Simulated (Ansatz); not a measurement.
An Ansatz (a quantum-chemistry and plane-wave program) run: Ir with a change (biaxial strain −1.25 %, plane normal [111], relaxed out of plane); PBEsol (Ansatz; PAW; 420 eV plane waves; spin-orbit coupling left out).

Input:

Ansatz 0.2 input:
```yaml
crystal:
  lattice:
    - [2.6751321168, 0, 0]
    - [1.3375660584, 2.3167323716, 0]
    - [1.3375660584, -0.7722441239, 2.2257090666]
  atoms:
    - { symbol: Ir, position: [0, 0, 0] }
basis: { ecutwfc: 420, ecutrho_ratio: 4, xc_grid: 2, fft_grid_basis: typed }
kpoints: { mp_grid: { grid: [29, 29, 29] } }
hamiltonian:
  xc: pbesol
  dispersion: none
  pseudopotentials: { kind: paw }
scf: { occupations: { method: fermi_dirac, width: 0.1 } }
relax: { f_tol: 0.005, max_steps: 50, cell: { stress_tol: 0.01, fix: [a, b, gamma] } }
output: { forces: true, stress: true }
checkpoint: { write: state.ck, write_every: 1000 }
```

Output (explanatory and most iteration lines left out):

```
Relaxation: its limit of steps is 50 (relax.max_steps)
Pseudopotential: Ir, paw, valence charge 17
Crystal: 1 atoms, lattice volume = 13.794 Å³
Basis set: ecut = 420 eV, 283 PW (Γ), exchange–correlation on 36×36×40 points (8 copies of the dense FFT grid, shifted against one another)
Bands: 13, of which v1, the nominal top of the filled ones, is band 9 counted from 1 (8 counted from 0)
Symmetry: 12 space group operations
Space group: R-3m (ITA 166), of the structure as read, at distance tolerance 2.4e-5 Å
k-points: 2255 of 24389
Functional: x = pbesol(κ = 0.804, μ = 0.12345679012345678), c = pbesol(β = 0.046)
SCF iter   1: F=—  HF=-11799.037562 eV  |F-HF|=—  |Δ(HF+E_count)|=         —  Δρ=5.67e-3  dr2=1.67e-3  ethr=1.77e-3  ⟨swp⟩=5.0  Hψ=147749  notcnv=0
SCF iter   2: F=—  HF=-11799.037309 eV  |F-HF|=—  |Δ(HF+E_count)|=   2.52e-4  Δρ=3.07e-3  dr2=4.49e-4  ethr=9.84e-6  ⟨swp⟩=2.1  Hψ=53695  notcnv=0
SCF 1 converged in 6 iterations: F = -11799.037352 eV  dr2 = 3.08e-10
relax step   1: F+E_penalty+E_count = -11799.03735210 eV  Δ(F+E_penalty+E_count) = +0.000e0 eV  max|allowed force component| = 0.000e0 eV/Å  Δτ_max = 0.0000 Å  P = +7.861 GPa  Ω = 13.794 Å³  fix = [a, b, gamma]  reactions: a +11.693, b +11.693 GPa  (6 SCF iters, dr2 threshold 1.00e-7 eV, accepted)
[... steps on the carried basis left out ...]
relax step   3: F+E_penalty+E_count = -11799.03735269 eV  Δ(F+E_penalty+E_count) = -5.884e-7 eV  max|allowed force component| = 0.000e0 eV/Å  Δτ_max = 0.0000 Å  P = +7.759 GPa  Ω = 13.797 Å³  energy of the carried Pulay correction = -1.561e-6 eV  fix = [a, b, gamma]  reactions: a +11.639, b +11.639 GPa  (5 SCF iters, accepted)
Crystal: 1 atoms, lattice volume = 13.797 Å³
SCF iter   1: F=—  HF=-11799.037353 eV  |F-HF|=—  |Δ(HF+E_count)|=         —  Δρ=8.84e-7  dr2=2.46e-11  ethr=3.87e-8  ⟨swp⟩=3.0  Hψ=224078  notcnv=0
SCF iter   2: F=—  HF=-11799.037354 eV  |F-HF|=—  |Δ(HF+E_count)|=   1.16e-6  Δρ=4.40e-7  dr2=5.90e-12  ethr=1.44e-13 (applied; sched 1.00e-12)  ⟨swp⟩=3.1  Hψ=67366  notcnv=0
SCF 4 converged in 4 iterations: F = -11799.037354 eV  dr2 = 1.23e-14
SCF converged after 4 iterations
Free energy (F): -11799.037354 eV
Internal energy: -11799.008989 eV  (E = F + TS)
E sigma→0 (E₀):  -11799.023172 eV
Entropy (-TS):   -0.028365 eV (-28.365 meV/atom)
Fermi energy:    26.456795 eV
--- Forces (eV/Å), atoms counted from 1 ---
  atom   1  Ir     0.00000000     0.00000000     0.00000000
--- Stress (GPa, compression-positive) ---
       11.639084      -0.000000       0.000000
       -0.000000      11.639084       0.000000
        0.000000       0.000000      -0.000809
  P = ⅓ Tr σ = 7.7591 GPa (77.591 kbar)
--- Relaxed structure (3 steps of the walk, 2 accepted, 1 SCFs on fresh bases) ---
  cell:  # Å, volume = 13.7975 Å³
    - [2.67513211678358, 1.8858457521121002e-31, -2.5184100248230505e-20]
    - [1.33756605839179, 2.3167323716142203, 1.7348246978605212e-11]
    - [1.33756605839179, -0.7722441238880775, 2.2262752545464686]
  atoms:
    - { symbol: Ir, position: [0.0, 0.0, 0.0] }
```

Stability against distortions was not tested. All final runs are without spin polarisation. The cell was made from Ir in the fcc (Cu type) structure (space group Fm-3m, No. 225) by this change: biaxial strain −1.25 %, plane normal [111], relaxed out of plane.
